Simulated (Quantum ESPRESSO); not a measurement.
Quantum ESPRESSO run on CaNdAlO₄ (I4mm, 7 atoms in the cell): self-consistent single point.

Computed with PBEsol, SSSP 1.1.2 efficiency (PBE) pseudopotentials (plane waves; Quantum ESPRESSO 7.5).

The change in words: lattice scaled by 0.98. Reference geometry:
```xyz
7
Lattice="1.8545 -1.8545 6.1095 1.8545 1.8545 6.1095 -1.8545 -1.8545 6.1095" Properties=species:S:1:pos:R:3 pbc="T T T"
Ca     0.0000     0.0000     7.8545
Nd     0.0000     0.0000     4.3706
Al     0.0000     0.0000     0.1100
O      0.0000     0.0000    10.1586
O      0.0000     0.0000     2.0238
O      0.0000     1.8545     6.0697
O     -1.8545     0.0000     6.0697
```
Moments meant for the start (each program seeds them in its own way; μB, in the order of the atoms Ca Nd Al O O O O): 0.0 3.0 0.0 0.0 0.0 0.0 0.0.

Reference input (self-consistent single point, DFT, PBEsol, plane waves, SSSP 1.1.2 efficiency (PBE) pseudopotentials): ecutwfc = 55 Ry; ecutrho = 440 Ry; occupations = smearing; smearing = fermi-dirac; degauss = 0.00147 Ry; nspin = 2; input_dft = pbesol; K_POINTS = automatic 6 6 6 0 0 0; conv_thr = 1e-10 Ry; mixing_beta = 0.3. This run's input differs from it in these lines:

```diff
@@ -9,4 +9,4 @@
     ibrav = 7
-    celldm(1) = 7.0088430181
-    celldm(3) = 3.294495432633
+    celldm(1) = 6.8686669137
+    celldm(3) = 3.294495180126
     nat = 7
```

Log, with long lists cut:

```
     Self-consistent Calculation

     iteration #  1     ecut=    55.00 Ry     beta= 0.30

     total energy              =    -809.16391062 Ry
     estimated scf accuracy    <       1.51133775 Ry

     total magnetization       =     3.00 Bohr mag/cell
     absolute magnetization    =     3.15 Bohr mag/cell

     iteration #  2     ecut=    55.00 Ry     beta= 0.30

     total energy              =    -809.44036297 Ry
     estimated scf accuracy    <       0.17032308 Ry

     total magnetization       =     3.00 Bohr mag/cell
     absolute magnetization    =     3.37 Bohr mag/cell

     iteration #  3     ecut=    55.00 Ry     beta= 0.30

   [... lines left out ...]

   [... 95 blocks of this kind left out ...]

     iteration # 99     ecut=    55.00 Ry     beta= 0.30

     total energy              =    -809.51297076 Ry
     estimated scf accuracy    <       0.00000018 Ry

     total magnetization       =     3.00 Bohr mag/cell
     absolute magnetization    =     3.19 Bohr mag/cell

     iteration #100     ecut=    55.00 Ry     beta= 0.30

     total energy              =    -809.51297179 Ry
     estimated scf accuracy    <       0.00000016 Ry

     total magnetization       =     3.00 Bohr mag/cell
     absolute magnetization    =     3.19 Bohr mag/cell
     End of self-consistent calculation

     convergence NOT achieved after 100 iterations: stopping

   JOB DONE.
```

The run ended unconverged after 100 iterations. 

The starting cell comes from a database of computed structures (which also holds hypothetical and non-ambient phases and stackings), without a prior relaxation at this level. For this run, on top of that: lattice scaled by 0.98.

Cost on one core of a shared machine: roughly 40 min.
